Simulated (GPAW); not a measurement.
**A self-consistent single point of MgCu₄Sn (F-43m, 6 atoms in the cell) with GPAW**

Method of the run: PBEsol, GPAW PAW datasets PBEsol (made by gpaw-setup) (plane waves; GPAW).

Input as run:

```python
from ase import Atoms
from ase.units import GPa
from gpaw import GPAW, PW, FermiDirac

atoms = Atoms(['Mg', 'Cu', 'Cu', 'Cu', 'Cu', 'Sn'],
              cell=[[0.000000, 3.450376, 3.450376],
                    [3.450376, 0.000000, 3.450376],
                    [3.450376, 3.450376, 0.000000]],
              scaled_positions=[[0.750000, 0.750000, 0.750000],
                                [0.873500, 0.375500, 0.375500],
                                [0.375500, 0.375500, 0.873500],
                                [0.375500, 0.873500, 0.375500],
                                [0.375500, 0.375500, 0.375500],
                                [0.000000, 0.000000, 0.000000]],
              pbc=True)

calc = GPAW(mode=PW(850),
            xc='PBEsol',
            kpts=(9, 9, 9),
            occupations=FermiDirac(0.1),
            nbands=-10,
            convergence={'density': 1e-05},
            symmetry={'symmorphic': False, 'tolerance': 0.0005},
            maxiter=150)

atoms.calc = calc

energy = atoms.get_potential_energy()
print('Energy (eV):', round(energy, 6))
forces = atoms.get_forces()
print('Forces (eV/Ang):')
print(forces.round(5))
stress = atoms.get_stress()
print('Stress (GPa, Voigt):', (stress / GPa).round(4))
```

Output (repeated stretches shortened):

```
Input parameters:
  convergence: {density: 1e-05}
  kpts: [9 9 9]
  maxiter: 150
  mode: {ecut: 850.0,
         name: pw}
  nbands: -10
  occupations: {fixmagmom: False,
                name: fermi-dirac,
                width: 0.1}
  symmetry: {symmorphic: False,
             tolerance: 0.0005}
  xc: PBEsol

species:
  Mg:
    name: Magnesium
    Z: 12.0
    valence: 10
    core: 2
    charge: 0.0
    file: Mg.PBEsol.gz

    # Using partial waves for Mg as LCAO basis

  Cu:
    name: Copper
    Z: 29.0
    valence: 11
    core: 18
    charge: 0.0
    file: Cu.PBEsol.gz

    # Using partial waves for Cu as LCAO basis

  Sn:
    name: Tin
    Z: 50.0
    valence: 14
    core: 36
    charge: 0.0
    file: Sn.PBEsol.gz

    # Using partial waves for Sn as LCAO basis

Reference energy: -353311.510637  # eV

Spin-paired calculation

Convergence criteria:
 Maximum [total energy] change in last 3 cyles: 0.0005 eV / valence electron
 Maximum integral of absolute [dens]ity change: 1e-05 electrons / valence electron
 Maximum integral of absolute [eigenst]ate change: 4e-08 eV^2 / valence electron
 Maximum number of scf [iter]ations: 150

Symmetries present (total): 24
Symmetries with fractional translations: 0
729 k-points: 9 x 9 x 9 Monkhorst-Pack grid
35 k-points in the irreducible part of the Brillouin zone
       k-points in crystal coordinates                weights
   0:     0.00000000    0.00000000    0.00000000          1/729
   1:     0.11111111    0.11111111    0.00000000          6/729
   2:     0.11111111    0.11111111    0.11111111          8/729
   [... 7 lines left out ...]
          ...
  34:     0.44444444    0.44444444    0.44444444          8/729

Wave functions: Plane wave expansion
  Cutoff energy: 850.000 eV
  Number of coefficients (min, max): 4604, 4648
  Pulay-stress correction: 0.000000 eV/Ang^3 (de/decut=0.000000)

Occupation numbers: Fermi-Dirac:
  width: 0.1000  # eV

Eigensolver

Densities:
  Coarse grid: 35*35*35 grid
  Fine grid: 70*70*70 grid
  Total Charge: 0.000000

Density mixing:
  Method: separate
  Backend: pulay
  Linear mixing parameter: 0.05
  old densities: 5
  Damping of long wavelength oscillations: 50

Hamiltonian:
  XC and Coulomb potentials evaluated on a 70*70*70 grid
  External potential:
    NoExternalPotential

XC parameters: PBEsol with 2 nearest neighbor stencil

Number of atoms: 6
Number of atomic orbitals: 53
Number of bands in calculation: 44
Number of valence electrons: 68
Bands to converge: occupied

Density initialized from atomic densities
  44 bands from LCAO basis set

Atomic positions and initial magnetic moments

Positions:
   0 Mg     5.175564    5.175564    5.175564    ( 0.0000,  0.0000,  0.0000)
   1 Cu     2.591232    4.309520    4.309520    ( 0.0000,  0.0000,  0.0000)
   2 Cu     4.309520    4.309520    2.591232    ( 0.0000,  0.0000,  0.0000)
   3 Cu     4.309520    2.591232    4.309520    ( 0.0000,  0.0000,  0.0000)
   4 Cu     2.591232    2.591232    2.591232    ( 0.0000,  0.0000,  0.0000)
   5 Sn     0.000000    0.000000    0.000000    ( 0.0000,  0.0000,  0.0000)

Unit cell:
           periodic     x           y           z      points  spacing
  1. axis:    yes    0.000000    3.450376    3.450376    35     0.1138
  2. axis:    yes    3.450376    0.000000    3.450376    35     0.1138
  3. axis:    yes    3.450376    3.450376    0.000000    35     0.1138

  Lengths:   4.879569   4.879569   4.879569
  Angles:   60.000000  60.000000  60.000000

Effective grid spacing dv^(1/3) = 0.1242

     iter     time        total  log10-change:
                         energy   eigst   dens
iter:   1 --:--:--   -29.077768
iter:   2 --:--:--   -26.992364   -1.22  -1.25
iter:   3 --:--:--   -24.694511   -0.62  -1.32
iter:   4 --:--:--   -24.399483   -2.37  -1.71
iter:   5 --:--:--   -24.348374   -1.76  -1.76
iter:   6 --:--:--   -25.274259   -1.13  -2.13
iter:   7 --:--:--   -24.818346   -2.81  -1.70
iter:   8 --:--:--   -24.241047   -1.58  -1.82
iter:   9 --:--:--   -24.239627   -2.97  -2.71
iter:  10 --:--:--   -24.253035c  -3.03  -2.94
iter:  11 --:--:--   -24.240882c  -2.90  -2.59
iter:  12 --:--:--   -24.238534c  -3.97  -3.00
iter:  13 --:--:--   -24.238394c  -5.55  -3.50
iter:  14 --:--:--   -24.238369c  -5.78  -3.68
iter:  15 --:--:--   -24.238370c  -6.59  -3.84
iter:  16 --:--:--   -24.238382c  -5.55  -3.86
iter:  17 --:--:--   -24.238362c  -5.76  -3.87
iter:  18 --:--:--   -24.238359c  -8.02c -4.21
iter:  19 --:--:--   -24.238351c  -7.17  -4.26
iter:  20 --:--:--   -24.238352c  -7.46c -4.54
iter:  21 --:--:--   -24.238350c  -7.49c -4.72
iter:  22 --:--:--   -24.238349c  -8.36c -5.06c

Converged after 22 iterations.

Dipole moment: (7.676717, 7.676717, 7.676717) |e|*Ang

Energy contributions relative to reference atoms: (reference = -353311.510637)

Kinetic:        -48.740961
Potential:      +42.263187
External:        +0.000000
XC:             -18.050322
Entropy (-ST):   -0.037833
Local:           +0.308663
SIC:             +0.000000
--------------------------
Free energy:    -24.257266
Extrapolated:   -24.238349

Showing only first 2 kpts
 Kpt  Band  Eigenvalues  Occupancy
  0    32      7.36689    1.99994
  0    33      7.36689    1.99994
  0    34      9.32936    0.00019
  0    35     10.53278    0.00000

  1    32      7.41053    1.99990
  1    33      7.57343    1.99949
  1    34      9.45428    0.00005
  1    35      9.72468    0.00000

Fermi level: 8.40155

No gap
No difference between direct/indirect transitions
Energy (eV): -24.238349

Forces in eV/Ang:
  0 Mg    0.00000    0.00000   -0.00000
  1 Cu   -0.01776    0.01776    0.01776
  2 Cu    0.01776    0.01776   -0.01776
  3 Cu    0.01776   -0.01776    0.01776
  4 Cu   -0.01776   -0.01776   -0.01776
  5 Sn    0.00000    0.00000    0.00000

Stress tensor:
    -0.026182     0.000000     0.000000
     0.000000    -0.026182     0.000000
     0.000000     0.000000    -0.026182
Stress (GPa, Voigt): [-4.1948 -4.1948 -4.1948  0.      0.      0.    ]
```

The run converged in 22 iterations. GPAW prints stress with tension positive.

The starting cell comes from a database of computed structures (which also holds hypothetical and non-ambient phases and stackings), without a prior relaxation at this level. Its lattice was rescaled by a random factor within 2.5 % of one. Spin polarisation is off. With a pressure of about 4 GPa the cell is away from its equilibrium volume at this level.

Cost on one core of a shared machine: roughly 2 min.
